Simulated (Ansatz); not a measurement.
Consider WSi₂ (space group I4/mmm, No. 139; a = 3.2115 Å, c = 7.8041 Å).

The values are results of DFT with r2SCAN, PAW potentials and a 500 eV plane-wave cutoff in Ansatz (a program for electronic structure), spin-orbit coupling left out, not measurements.

One change was made to it. Results:

The c/a ratio rises by 0.004 (2.430 → 2.434); the density grows by 0.173 g/cm³ to 10.08 g/cm³.

Q: Name the change that was made.
(A) pressure 1.8 GPa
(B) pressure 45 GPa
(C) pressure 4.2 GPa

A: C, pressure 4.2 GPa. For comparison, the density in the other runs: pressure 1.8 GPa gives 9.98 g/cm³; pressure 45 GPa gives 11.42 g/cm³.

Load acts through the strain it causes; cell and atoms are relaxed under it. No phonon test of stability was made. Competing high-pressure phases were not computed. The final runs are not spin-polarised.
